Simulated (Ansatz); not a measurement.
**Hypothetical CsCl type AuCl: pressure series**

Base system: AuCl in the CsCl type structure (space group Pm-3m, No. 221; a hypothetical phase, not in the database extracts checked).

```
AuCl
1.0
    3.42230     0.00000     0.00000
    0.00000     3.42230     0.00000
    0.00000     0.00000     3.42230
Au Cl
1 1
Direct
  0.00000   0.00000   0.00000
  0.50000   0.50000   0.50000
```

Cell and atoms are relaxed at each pressure.

Levels (all Ansatz, a quantum-chemistry and plane-wave program, PAW): PBE (420 eV, scalar-relativistic without spin-orbit coupling); r2SCAN (500 eV, spin-orbit coupling left out).

The base cell above is that of PBE; each level relaxes its own structures.

```
case              lattice parameter a, PBE  lattice parameter a, r2SCAN
----------------  ------------------------  ---------------------------
pressure −2 GPa                 6.548 bohr                   6.490 bohr
pressure −1 GPa                 6.506 bohr                   6.454 bohr
pressure 3 GPa                  6.372 bohr                   6.338 bohr
pressure 7 GPa                  6.273 bohr                   6.248 bohr
pressure 15 GPa                 6.128 bohr                   6.112 bohr
pressure 30 GPa                 5.945 bohr                   5.937 bohr
pressure 50 GPa                 5.781 bohr                   5.778 bohr
pressure 75 GPa                 5.636 bohr                   5.636 bohr
pressure 100 GPa                5.527 bohr                   5.527 bohr
```

The two levels differ by at most about 0.059 bohr. They put the cases in the same order.

Load acts through the strain it causes; cell and atoms are relaxed under it. Whether these cells are dynamically stable was not tested. No other phases were tried under pressure. No Hubbard U is applied, and correlation can decide whether such a compound is a metal. The final runs are not spin-polarised.
